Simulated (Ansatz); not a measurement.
The reference is La2O3 (space group P-3m1, No. 164; a = 3.9065 Å, c = 6.0394 Å).

Perturbation: cell and atoms relaxed at a pressure of 15 GPa.

Levels (all Ansatz, a program for electronic structure, PAW, earlier PAW set): PBEsol (420 eV, no SOC); r2SCAN (500 eV, scalar-relativistic without spin-orbit coupling).

The geometry is relaxed with PBEsol.

* **PBEsol smallest direct gap**: 3.82 eV
* **PBEsol lowest conduction level above the VBM at special points**: K 3.69 eV; M 3.89 eV; Γ 4.21 eV; H 4.35 eV
* **PBEsol width of the top valence band**: 0.54 eV

Question: How does going to r2SCAN change the smallest direct gap, lowest conduction level above the VBM at special points and width of the top valence band?

Answer: The smallest direct gap rises by 0.48 eV to 4.30 eV; the lowest conduction level above the VBM at special points changes from K 3.69 eV; M 3.89 eV; Γ 4.21 eV; H 4.35 eV to K 4.15 eV; M 4.41 eV; Γ 4.78 eV; H 4.84 eV; the width of the top valence band is still 0.54 eV.

Single points use the geometry relaxed with PBEsol. Their cutoffs differ, which shifts pressures a little. Load acts through the strain it causes; cell and atoms are relaxed under it. Whether these cells are dynamically stable was not tested. No other phases were tried under pressure.
